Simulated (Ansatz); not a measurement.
Take HfN in the rock salt structure (space group Fm-3m, No. 225; a = 4.502 Å; relaxed with 0.1 eV smearing) as the base. Axes: x, y, z lie along the cube axes.

Level of theory: PBEsol (Ansatz, an electronic-structure program), spin-orbit coupling left out.

Perturbation: the cell is scaled by 0.9850 in all directions, atoms relaxed at fixed cell.

Problem. Predict the stress tensor and what it implies for the stiffness.

Solution. Stress of the strained cell less that of the base (GPa, compression positive):
```
   14.2     0.0     0.0
    0.0    14.2     0.0
    0.0     0.0    14.2
```

Then B = −ΔP/(ΔV/V₀) with ΔV/V₀ = -0.0443 gives secant stiffness values (nonlinear terms included at this strain): B ≈ 320 GPa.

As a check, the harmonic strain energy −½ V₀ Δσ:ε is 23 meV/atom; the computed energy rise is 21 meV/atom.

No phonon test of stability was made. All final runs are without spin polarisation.
